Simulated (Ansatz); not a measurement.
Base system: InAgTe₂ in the chalcopyrite structure (space group I-42d, No. 122; a = 6.432 Å, c = 12.766 Å). Axes: x, y, z lie along a, b, c of the conventional cell.

All numbers come from PBEsol in Ansatz (plane waves to 420 eV, PAW, no spin-orbit coupling).

Before the change:

```
Item                                  Result
---------------------  ---------------------
Valence-band top at Γ  0.00, -0.07, -0.07 eV
```

Perturbation: tensor shear ε_xz = +0.80 % (engineering shear γ = 0.0160); the atoms relax in the strained cell.

Q: How does this affect the energy relative to the base?

A: The energy grows by 0.5 meV/atom.

Q: What happens to the valence-band top at Γ?

A: The valence-band top at Γ (three highest levels, from the VBM) goes from 0.00, -0.07, -0.07 eV to 0.00, -0.09, -0.10 eV.

Spin-orbit coupling, missing from the scalar runs, can matter with Te. The levels and masses belong to the bands next to the band gap. Stability against distortions was not tested.

Ansatz is a first-principles code.
